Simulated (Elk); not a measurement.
Band structure of Hf (Fd-3m, 2 atoms in the cell).

```
Hf
1.0
    0.00000     3.16711     3.16711
    3.16711     0.00000     3.16711
    3.16711     3.16711     0.00000
Hf
2
Direct
  0.75000   0.75000   0.75000
  0.50000   0.50000   0.50000
```

Method of the run: revPBE, all-electron FP-LAPW, Elk's shipped species files, default APW+lo basis run with Elk.

Settings: xctype = 21; rgkmax = 7; stype = 0; swidth = 0.00367493 Ha; ngridk = 9 9 9; vkloff = 0.5 0.5 0.5; rmtscf = 0.87.

The starting cell was generated: these elements placed on a structure prototype, without a prior relaxation; it need not be a known phase or ordering of this composition. Spin-orbit coupling is off. Values depend on the basis (sphere radii, cutoffs, local orbitals), which need not be converged.

Levels in eV from the Fermi level, bands 23 to 30:
| point | 23 | 24 | 25 | 26 | 27 | 28 | 29 | 30 |
|---|---|---|---|---|---|---|---|---|
| Γ | -5.34 | -0.51 | -0.51 | 0.16 | 0.16 | 0.16 | 2.19 | 2.19 |
| X | -1.55 | -1.55 | -1.03 | -1.03 | 0.32 | 0.32 | 2.22 | 2.22 |
| W | -1.54 | -1.54 | -1.09 | -1.09 | 0.97 | 0.97 | 1.23 | 1.23 |
| K | -1.77 | -1.41 | -1.26 | -0.68 | -0.13 | 1.30 | 1.61 | 2.03 |
| L | -3.03 | -0.99 | -0.45 | -0.45 | 0.07 | 0.18 | 0.18 | 3.35 |
| U | -1.77 | -1.41 | -1.26 | -0.68 | -0.13 | 1.30 | 1.61 | 2.03 |

Bands cross the Fermi level along this path, so the cell is metallic at this level.
